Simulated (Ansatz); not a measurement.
# Ge with two functionals, pressure 10 GPa

Take Ge in the diamond structure (space group Fd-3m, No. 227; a = 5.762 Å) as the base.

(Cell as relaxed with PBE.)

Levels (all Ansatz, an electronic-structure program, PAW): PBE (420 eV, no spin-orbit coupling); PBEsol (420 eV, no SOC).

Each level relaxes its own structure.

```
base                      PBE    PBEsol
-------------------  --------  --------
volume per atom      23.91 Å³  22.86 Å³
lattice parameter a   5.762 Å   5.676 Å
band gap                 zero      zero
```

The change: cell and atoms relaxed at a pressure of 10 GPa.

```
quantity                                   PBE                          PBEsol
-----------------------------  ---------------  ------------------------------
shortest interatomic distance          2.393 Å                         2.367 Å
gap character                  indirect, Γ → L  indirect, Γ → Γ–X (80 % along)
```

PBE's shortest interatomic distance lies 0.026 Å above PBEsol's (1.1 %); they disagree on the gap character. Neither level is exact; PBEsol is the comparison here, not a measurement.

Load acts through the strain it causes; cell and atoms are relaxed under it. Whether these cells are dynamically stable was not tested. Tetrahedral semiconductors of this kind turn to denser phases somewhere between about 1 and 50 GPa; those were not computed, so compressed cells here can lie past the real transition. A zero or small gap of Ge can be the functional's error rather than a property of the material.
